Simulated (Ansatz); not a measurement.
Input and output of a zone-centre phonon calculation for ScAg₂ (I4/mmm, 3 atoms in the cell) (Ansatz, an electronic-structure program).

Method: LDA (PW92), default PAW files made with PBE (plane waves; Ansatz).

```yaml
crystal:
  lattice:
    - [-1.77444, 1.77444, 4.47660]
    - [1.77444, -1.77444, 4.47660]
    - [1.77444, 1.77444, -4.47660]
  atoms:
    - { symbol: Sc, position: [0.00000, 0.00000, 0.00000] }
    - { symbol: Ag, position: [0.66664, 0.66664, 0.00000] }
    - { symbol: Ag, position: [0.33336, 0.33336, 0.00000] }
```

Reference input (self-consistent single point, DFT, LDA (PW92), plane waves, default PAW files made with PBE): basis.ecutwfc = 420 eV; kpoints.mp_grid.grid = 13 13 13; hamiltonian.xc = lda; hamiltonian.pseudopotentials = {kind: paw} (the program's default PAW files); scf.occupations.method = fermi_dirac; scf.occupations.width = 0.1 eV. This run's input differs from it in these lines:

```diff
@@ -18,6 +18,5 @@
   occupations: { method: fermi_dirac, width: 0.1 }
-output:
-  forces: true
-  eigenvalues: true
-  stress: true
+  convergence: { dr2_threshold: 1.0e-11 eV }
+phonons:
+  method: dfpt
```

Log, with long lists cut:

```
SCF iter   1: F=—  HF=-17006.343599 eV  |F-HF|=—  |Δ(HF+E_count)|=         —  Δρ=1.10e-2  dr2=5.62e-2  ethr=1.77e-3  ⟨swp⟩=4.0  Hψ=32821  notcnv=0
all-band conjugate gradients solve this SCF's bands
preconditioner: auto → Kerker (q_TF=auto, 2.665 Å⁻¹)
SCF iter   2: F=—  HF=-17006.329279 eV  |F-HF|=—  |Δ(HF+E_count)|=   1.43e-2  Δρ=3.72e-3  dr2=4.54e-3  ethr=1.15e-4  ⟨swp⟩=2.0  Hψ=18654  notcnv=0
   [... lines left out ...]
SCF iter   7: F=—  HF=-17006.328045 eV  |F-HF|=—  |Δ(HF+E_count)|=   1.54e-6  Δρ=4.03e-6  dr2=1.26e-8  ethr=5.23e-10  ⟨swp⟩=2.0  Hψ=15278  notcnv=0
SCF iter   8: F=—  HF=-17006.328045 eV  |F-HF|=—  |Δ(HF+E_count)|=   1.55e-9  Δρ=7.59e-7  dr2=3.57e-10  ethr=2.56e-11  ⟨swp⟩=2.0  Hψ=14471  notcnv=0
SCF iter   9: F=—  HF=-17006.328045 eV  |F-HF|=—  |Δ(HF+E_count)|=  8.00e-11  Δρ=1.34e-7  dr2=1.41e-11  ethr=1.00e-12  ⟨swp⟩=2.6  Hψ=15071  notcnv=0
SCF iter  10: F=-17006.328045 eV  HF=-17006.328045 eV  |F-HF|=0.00e0  |Δ(HF+E_count)|=  3.64e-12  Δρ=4.39e-8  dr2=1.08e-12  ethr=1.00e-12  ⟨swp⟩=4.8  Hψ=37433  notcnv=0
SCF 1 converged in 10 iterations: F = -17006.328045 eV  dr2 = 1.08e-12
DFPT response loops at Γ: preconditioner auto → Kerker (q_TF=auto, 2.665 Å⁻¹) (partly filled bands, converged f_vac=0.000) …
Free energy (F): -17006.328045 eV
Internal energy: -17006.286074 eV  (E = F + TS)
E sigma→0 (E₀):  -17006.307059 eV
Entropy (-TS):   -0.041971 eV (-13.990 meV/atom)
Fermi energy:    14.509188 eV
--- Phonons (Γ-DFPT): 4 representative perturbations + reference, on 343 of 2197 k-points (Σ response iterations 22) ---
  k mesh reduced under 4 symmetry operations, with k and −k counted as one. Each operation leaves every solved displacement unchanged or reverses it
  ASR residual: 8.438e-4 → 0.000e0 eV/Å²; symmetrization residual: 6.878e-7 eV/Å²
  ASR residual per site (eV/Å²): 8.44e-4 8.21e-5 8.21e-5
  Γ frequencies (cm⁻¹): 0.00 0.00 0.00 111.00 111.00 127.00 177.36 177.36 190.69
  non-analytic LO–TO correction: not included (Born effective charges unavailable; polar crystals: no LO–TO splitting at Γ)
```

The run converged in 10 iterations. 

Summary of the result:
| Property | Result |
|---|---|
| Free energy E − TS (on the zero of these files) | -17006.3280 eV |
| Fermi level (on the code's own zero) | 14.51 eV |
| Zone-centre frequencies (cm⁻¹; negative means imaginary) | 0, 0, 0, 111, 111, 127, 177, 177, 191 |

The starting cell comes from a database of computed structures (which also holds hypothetical and non-ambient phases and stackings), without a prior relaxation at this level. Its lattice was rescaled by up to half a per cent.

Cost on one core of a shared machine: roughly 7 min.

Keys are those of Ansatz 0.2.
